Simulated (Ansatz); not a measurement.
# AlPd (model structure, Fm-3m, No. 225, 2 atoms in the cell): equilibrium lattice constant a by level of theory

No measured value is used here.

```json
[
 {"level (code)": "LDA (Ansatz)", "value (Å)": "5.022"},
 {"level (code)": "PBE (Ansatz)", "value (Å)": "5.130"},
 {"level (code)": "PBEsol (Ansatz)", "value (Å)": "5.068"},
 {"level (code)": "r²SCAN (Ansatz)", "value (Å)": "5.088"}
]
```

The crystal itself was run without spin with LDA, PBE, PBEsol, r²SCAN; a magnetic state was not tried in these runs. Cutoffs differ between the levels. Ansatz's density-functional and Hartree–Fock values are scalar-relativistic unless marked +SOC, with PAW data made under PBE.

A model structure was made by putting elements into a prototype or built by hand; it is no filed structure, need not be a known phase, and can be a saddle point held by its symmetry.

Ansatz is a quantum-chemistry and plane-wave program.
